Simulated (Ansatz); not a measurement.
## TiSi2, response to strain

Base system: TiSi₂ (space group Cmcm, No. 63; a = 3.515 Å, b = 13.348 Å, c = 3.557 Å). Axes: x, y, z lie along a, b, c of the conventional cell.

Strains are applied to the cell and any free atomic positions relax; under stress the whole cell relaxes.

Calculations: Kohn–Sham DFT with the PBEsol functional, run in Ansatz (a quantum-chemistry and plane-wave program) with PAW and 420 eV plane waves, scalar-relativistic without spin-orbit coupling.

Notes on the quantities. energy relative to the base: free energy F.

```csv
change,energy relative to the base,volume per atom,space group
base,0 meV/atom,13.91 Å³,Cmcm (No. 63)
uniaxial strain ε_yy = −0.35 %,+0.1 meV/atom,13.86 Å³,Cmcm (No. 63)
tensor shear ε_xy = +2.90 %,…,13.90 Å³,P2_1/m (No. 11)
"uniaxial stress, 5 GPa compression along z",+3.9 meV/atom,13.79 Å³,Cmcm (No. 63)
tensor shear ε_yz = +0.55 %,+0.7 meV/atom,13.91 Å³,C2/m (No. 12)
"uniaxial stress, 3 GPa tension along x",+1.7 meV/atom,13.99 Å³,Cmcm (No. 63)
```

Complete the table.


- tensor shear ε_xy = +2.90 %, energy relative to the base: +18 meV/atom

Without a gap, meshes like the base's 14×14×13 leave anisotropic stresses uncertain by several tenths of a GPa, and small strain energies with them. Stability under load was not tested beyond the relaxation. All final runs are without spin polarisation.
